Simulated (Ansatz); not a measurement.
ScPd3 in the Cu3Au type structure (space group Pm-3m, No. 221)

```xyz
4
Lattice="3.9424 0.0000 0.0000 0.0000 3.9424 0.0000 0.0000 0.0000 3.9424" Properties=species:S:1:pos:R:3 pbc="T T T"
Sc     0.0000     0.0000     0.0000
Pd     1.9712     1.9712     0.0000
Pd     0.0000     1.9712     1.9712
Pd     1.9712     0.0000     1.9712
```

Level of theory: plane-wave PAW DFT at the PBEsol level (Ansatz, a quantum-chemistry and plane-wave program, 420 eV), scalar-relativistic without spin-orbit coupling. Γ-centred 12×12×12 mesh, Fermi–Dirac width 0.05 eV.

| Item | Result |
|---|---|
| Volume per atom | 15.32 Å³ |
| Density | 9.87 g/cm³ |
| Band gap | zero |
| Total energy | -5708.694 eV/atom (σ→0; compares only within this code and set-up) |

Stability against distortions was not tested. All final runs are without spin polarisation.
